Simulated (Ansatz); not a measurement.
**Ru2C (model structure, started from the CdI2 type, P-3m1, No. 164, 3 atoms in the cell): equilibrium lattice constant a by level of theory**

No measured value is used here.

| level (code) | value (Å) |
|---|---|
| LDA (Ansatz) | 2.752 |
| PBE (Ansatz) | 2.810 |
| PBEsol (Ansatz) | 2.772 |
| r²SCAN (Ansatz) | 2.793 |

LDA, PBE, PBEsol, r²SCAN: the run has no spin polarisation, so it can have missed a magnetic state. Cutoffs differ between the levels. Ansatz's density-functional and Hartree–Fock values are scalar-relativistic unless marked +SOC, with PAW data made under PBE.

A model structure was made by putting elements into a prototype or built by hand; it is no filed structure, need not be a known phase, and can be a saddle point held by its symmetry.

Ansatz is a program for electronic structure.
